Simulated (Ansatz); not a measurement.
Consider CdSe in the wurtzite structure (space group P6_3mc, No. 186; a = 4.3827 Å, c = 7.1545 Å).

Levels (all Ansatz, a quantum-chemistry and plane-wave program, PAW): PBE (420 eV, no spin-orbit coupling); r2SCAN (500 eV, no spin-orbit coupling).

Its gap is 0.54 eV with PBE and 1.03 eV with r2SCAN.

One thing is altered: a hydrostatic pressure of 1.8 GPa.

With PBE the gap becomes 0.62 eV.

Question: If the r2SCAN correction stayed the same, what would the r2SCAN gap be, and what does the r2SCAN run give?

Answer: A rigid correction of +0.49 eV gives 1.11 eV. The r2SCAN run gives 1.12 eV, so the two effects roughly add.

Single points use the geometry relaxed with PBE. Load acts through the strain it causes; cell and atoms are relaxed under it. Stability against distortions was not tested.
